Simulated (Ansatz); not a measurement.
O on the 1x1 (110) surface of bcc W, one in a 3x3 cell, energies for each (64.5 Å²). Energies are against ½ O2(g), without zero-point or thermal terms; each row is named by its start.

Method: PBE (plane waves to 420 eV, PAW; Ansatz, a program for electronic structure).

Which site binds most strongly?
A. bridge W-W (span 2.8 Å)
B. hollow W-W-W
C. bridge W-W (span 3.2 Å)
D. top W

B, hollow W-W-W. Adsorption energies: hollow W-W-W -4.08 eV; bridge W-W (span 3.2 Å) -3.87 eV; bridge W-W (span 2.8 Å) -3.61 eV; top W -3.05 eV.
